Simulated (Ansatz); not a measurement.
Structures of equal composition on the (000-1) surface of wurtzite GaN (N plane on top): 2x2 Al adatom at H3; 2x2 Al adatom at T4. The slabs share one bottom face, and each structure is named by its start. These are constructed structures in small cells; real faces may alloy, dewet or reconstruct in larger ones, and not all known structures of the face are among them. Slabs of about 14 Å, Fermi-Dirac smearing of 0.025 eV. Bottom of the slabs: H caps. Relaxed from the named starts with such symmetry as they have, on meshes of like density; energies extrapolated to zero smearing; spin only where a row says so; no spin-orbit coupling, no U. Brackets mark spin-polarised runs, whose order is one that fits the cell. Where a second, spin-polarised start was run, the lower counts.

Method: PBE (plane waves to 420 eV, PAW; Ansatz, a program for electronic structure).

Order them by energy per 1x1 cell (lowest first) at the level PBE.

2x2 Al adatom at H3 (0.000 eV, gap 1.13 eV on the mesh), 2x2 Al adatom at T4 (0.310 eV (3 Al–N bonds formed), gap 0.65 eV on the mesh)
